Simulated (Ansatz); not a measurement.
Consider ZnS in the wurtzite structure (space group P6_3mc, No. 186; a = 3.8451 Å, c = 6.3057 Å).

(Cell as relaxed with PBE.)

Levels (all Ansatz, a program for electronic structure, PAW, earlier PAW set): PBE (420 eV, scalar-relativistic without spin-orbit coupling); r2SCAN (500 eV, no SOC).

Each level relaxes its own structure.

```
base                      PBE    r2SCAN
-------------------  --------  --------
volume per atom      20.19 Å³  19.60 Å³
lattice parameter a   3.845 Å   3.807 Å
band gap              2.07 eV   2.77 eV
```

Modification: every lattice vector is shortened by 2.71 %; the atoms relax in the strained cell.

```csv
quantity,PBE,r2SCAN
energy relative to the base (free energy F),+32 meV/atom,+34 meV/atom
shift of the gap caused by the change,+0.37 eV,+0.40 eV
mean gap deformation potential ΔEg/Δln V,-4.5 eV,-4.8 eV
```

PBE's energy relative to the base lies 2.8 meV/atom below r2SCAN's; PBE's shift of the gap caused by the change lies 0.03 eV below r2SCAN's; PBE's mean gap deformation potential ΔEg/Δln V lies 0.3 eV above r2SCAN's. Neither level is exact; r2SCAN is the comparison here, not a measurement.

Stability against distortions was not tested.
